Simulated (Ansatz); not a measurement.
**CaO in the zinc blende structure (space group F-43m, No. 216; a hypothetical phase, not in the database extracts checked)**

```xyz
2
Lattice="0.0000 2.6064 2.6064 2.6064 0.0000 2.6064 2.6064 2.6064 0.0000" Properties=species:S:1:pos:R:3 pbc="T T T"
O      3.9096     3.9096     3.9096
Ca     0.0000     0.0000     0.0000
```

The values are results of r2SCAN (Ansatz, a program for electronic structure; PAW; 500 eV plane waves; scalar-relativistic without spin-orbit coupling), not measurements. Settings: 11×11×11 k-points, 0.05 eV Fermi–Dirac smearing.

The volume per atom is 17.71 Å³ and the density is 2.63 g/cm³. The band gap comes out as 3.76 eV, indirect, W → Γ, the electron mass comes out as 0.43 mₑ and the lowest conduction-band minima above the VBM is Γ 3.76 eV. The total energy is -1196.798 eV/atom (σ→0; compares only within this code and set-up).

Masses are band curvatures over ±0.01 Å⁻¹ around the edge. Stability against distortions was not tested.
